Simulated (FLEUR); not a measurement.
A self-consistent single point of Ga2Pt (P1, 3 atoms in the cell) with FLEUR.

Method: PBEsol, all-electron FLAPW (FLEUR), scalar-relativistic valence run with FLEUR.

```
Ga2Pt
1.0
    0.00000     2.96792     2.96792
    2.96792     0.00000     2.96792
    2.96792     2.96792     0.00000
Ga Pt
2 1
Direct
  0.74944   0.75120   0.74284
  0.22309   0.26757   0.25428
  0.02747   0.98123   0.00288
```

Reference input (self-consistent single point, DFT, LDA (Vosko-Wilk-Nusair), all-electron FLAPW (FLEUR), scalar-relativistic valence): Kmax = 3.7 1/bohr; GmaxXC = 14.8 1/bohr; xcFunctional = vwn; jspins = 1; l_soc = F; mode = hist; fermiSmearingEnergy = 0.00367493 Htr; mesh (inpgen div1-3) = 6 6 6; inpgen gamma flag = true; Gmax = 14.8 1/bohr; numbands = 0; maxIterBroyd = 15. This run's input differs from it in these lines:

```diff
@@ -15,3 +15,3 @@
 &comp jspins=1 /
-&exco xctyp='vwn' /
+&exco xctyp='PBEs' /
 &kpt div1=6 div2=6 div3=6 gamma=t /
@@ -28,3 +28,3 @@
       <coreElectrons ctail="T" frcor="F" kcrel="0" coretail_lmax="0"/>
-      <xcFunctional name="vwn" relativisticCorrections="F"/>
+      <xcFunctional name="PBEs" relativisticCorrections="F"/>
       <magnetism jspins="1"/>
```

Log, with long lists cut:

```
 Iteration:     1   Distance:      12.69127162 me/bohr^3
 Iteration:     2   Distance:      11.07546824 me/bohr^3
 Iteration:     3   Distance:       5.28494396 me/bohr^3
 Iteration:     4   Distance:       2.64510261 me/bohr^3
 Iteration:     5   Distance:       1.88167306 me/bohr^3
   [... 10 lines left out ...]
 Iteration:    16   Distance:       0.00016273 me/bohr^3
 Iteration:    17   Distance:       0.00007025 me/bohr^3
 Iteration:    18   Distance:       0.00002724 me/bohr^3
 Iteration:    19   Distance:       0.00000971 me/bohr^3
 Reset of history
 Run finished successfully
 Stop message:
   Structural relaxation: new displacements generated

[file out, last iteration]
             iter=     20
[...]
          total density-effective poten   -3.8617164380E+04
          total charge density-energy d   -5.0060703783E+02
 Updated energy parameters for spin:           1
[...]
 fermi energy and band-weighting factors:
    0.799779

[...]
FERMIE:
          first approx. to ef    (T=0)  :   0.349459 htr   (energy of the highest occ. eigenvalue)
          number of occ. states  (T=0)  :       2351
          first approx. to seigv (T=0)  : -10.336678 htr
          sum of weights of occ. states :  21.004630
          sum of semicore charge        :   0.000000 e
FERHIS:  Fermi-Energy by histogram:
          bandgap                     :   0.000259 htr
   [... lines left out ...]
          charge neutrality (T=0)     :   0.009259    (zero if the highest occ. eigenvalue is "entirely" occupied)
     EF_NEWTON:  Adjust Fermi-Energy by Newton-Method.
 Direct bandgap for spin            1 :    1.5249265304095261E-002  Htr
 ---->    free energy=                    -22326.9363471817 htr
   [... lines left out ...]
 TOTAL FORCE FOR ATOM TYPE=  1  X= -2.838   Y= -2.848   Z= -2.801
                       FX_TOT=-0.000911 FY_TOT= 0.007854 FZ_TOT= 0.002373
 TOTAL FORCE FOR ATOM TYPE=  2  X=  2.927   Y=  2.677   Z=  2.752
                       FX_TOT=-0.009198 FY_TOT= 0.012155 FZ_TOT=-0.000882
 TOTAL FORCE FOR ATOM TYPE=  3  X= -0.089   Y=  0.170   Z=  0.049
                       FX_TOT= 0.010105 FY_TOT=-0.019996 FZ_TOT=-0.001496
```

The run converged in 19 iterations. FLEUR gives forces in its relaxation mode, with a further iteration, so its stop message speaks of a relaxation. Against the reference run the largest force goes from 1.067 to 1.155 eV/Å.

The starting cell comes from a database of computed structures (which also holds hypothetical and non-ambient phases and stackings), without a prior relaxation at this level. Its atoms were displaced at random from the sites of space group no. 225. Spin-orbit coupling is off. Spin polarisation is off. Values depend on the basis (sphere radii, cutoffs, local orbitals), which need not be converged. Forces in this geometry exceed 1 eV/Å. The log's line on a gap gives a spacing of levels on this mesh, which the program prints for metals too.

Cost on one core of a shared machine: roughly 6 min.
